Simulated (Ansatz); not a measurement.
## CdTiO3 (model structure, started from the tetragonal perovskite type, P4mm, No. 99, 5 atoms in the cell)

Level of theory: HSE06 in Ansatz (plane waves, PAW).

Numerical settings: plane-wave cutoff 460 eV, 6×6×6 k mesh, Fermi–Dirac smearing 0.01 eV, no spin polarisation, scalar-relativistic PAW data made under PBE.

Cell (relaxed with PBEsol):

Space group P4mm (No. 99); a = 3.785 Å, b = 3.785 Å, c = 4.164 Å, α = 90.00°, β = 90.00°, γ = 90.00°

| atom | site | symmetry | x | y | z |
|---|---|---|---|---|---|
| Ti | 1b | 4mm | 0.5000 | 0.5000 | 0.4565 |
| Cd | 1a | 4mm | 0.0000 | 0.0000 | 0.0353 |
| O | 1b | 4mm | 0.5000 | 0.5000 | 0.8833 |
| O | 2c | 2mm. | 0.0000 | 0.5000 | 0.3655 |

```
Item                                                               Value
-------------------------------------------  ---------------------------
band gap                                     1.99 eV (on the SCF k mesh)
smallest direct gap on the k points sampled                      2.96 eV
```

Note: the relaxation could raise the start's symmetry but not lower it, so the cell can be a saddle point; cell and atoms aren't relaxed at this level.

Spin–orbit coupling is not included.

The computed numbers hold no vibrational or temperature effects.

Computing time: roughly 6 core-minutes.

A model structure was made by putting elements into a prototype or built by hand; it is no filed structure, need not be a known phase, and can be a saddle point held by its symmetry.

Ansatz is a program for electronic structure.
